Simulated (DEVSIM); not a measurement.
# In0.49Ga0.51P/GaAs n-p heterojunction

Device: In0.49Ga0.51P/GaAs n-p heterojunction, at 400 K.

| layer (left to right) | material | thickness (μm) | Nd (cm⁻³) | Na (cm⁻³) | τn (s) | τp (s) |
|---|---|---|---|---|---|---|
| 1 | In0.49Ga0.51P | 1.60 | 8e16 | - | 6.3e-8 | 6.3e-8 |
| 2 | GaAs | 0.150 | - | 1.5e16 | 6.3e-8 | 6.3e-8 |

Left contact: ohmic. Right contact: ohmic. Voltage is applied to the left contact. Recombination: SRH at mid-gap, Auger. Mobility is μmin + (μ − μmin)/(1 + (N/Nref)^α).

This is a model device: material constants are rounded textbook-type values typed into the input, and sizes, dopings and lifetimes were drawn at random. Values at 300 K; Nc and Nv go as T^1.5, mobilities as T to minus their exponent, the gap by Varshni's rule with the affinity fixed.

```csv
parameter,In0.49Ga0.51P,GaAs
gap (eV),1.89,1.424
affinity (eV),4,4.07
permittivity,11.8,12.9
Nc (cm⁻³),9e17,4.7e17
Nv (cm⁻³),1.3e19,9e18
μn (cm²/Vs),1500,8500
μp (cm²/Vs),80,400
"μn,min",400,500
"μp,min",15,20
"Nref,n",2e16,6e16
"Nref,p",1.5e17,1.5e17
αn,0.7,0.39
αp,0.8,0.38
T exponent of μn,1.66,2.1
T exponent of μp,2,2.2
Cn (cm⁶/s),3e-30,1e-30
Cp (cm⁶/s),3e-30,1e-30
Varshni α (eV/K),0.0005,0.000541
Varshni β (K),250,204
```

Simulated with DEVSIM: 1D drift-diffusion, Boltzmann statistics, complete ionisation; no tunnelling, impact ionisation, image-force lowering or self-heating. Band offsets follow the typed affinities; no thermionic-emission limit at abrupt steps, no polarisation charge.

The potential step across the device at zero bias is 1.114 V and the largest field in the device at zero bias is 78000 V/cm. The dark forward voltage at 1 A/cm² is 0.606 V and the dark forward voltage at 100 A/cm² is 0.787 V.

Small-signal capacitance in reverse bias (quasi-static):

```json
[
 {"V (V)": "0.04", "C (nF/cm²)": "51.8"},
 {"V (V)": "0.1", "C (nF/cm²)": "51.2"},
 {"V (V)": "0.2", "C (nF/cm²)": "50.2"},
 {"V (V)": "0.3", "C (nF/cm²)": "49.2"},
 {"V (V)": "0.4", "C (nF/cm²)": "48.4"},
 {"V (V)": "0.6", "C (nF/cm²)": "46.7"},
 {"V (V)": "0.8", "C (nF/cm²)": "45.3"},
 {"V (V)": "1", "C (nF/cm²)": "43.9"},
 {"V (V)": "1.3", "C (nF/cm²)": "42.2"},
 {"V (V)": "1.6", "C (nF/cm²)": "40.6"},
 {"V (V)": "2", "C (nF/cm²)": "38.7"}
]
```

Dark reverse current:

| V (V) | J (A/cm²) |
|---|---|
| 0.04 | 5.4e-8 |
| 0.10 | 8.4e-8 |
| 0.20 | 1.0e-7 |
| 0.30 | 1.2e-7 |
| 0.40 | 1.4e-7 |
| 0.60 | 1.6e-7 |
| 0.80 | 1.8e-7 |
| 1.00 | 2.0e-7 |
| 1.30 | 2.2e-7 |
| 1.60 | 2.4e-7 |
| 2.00 | 2.7e-7 |
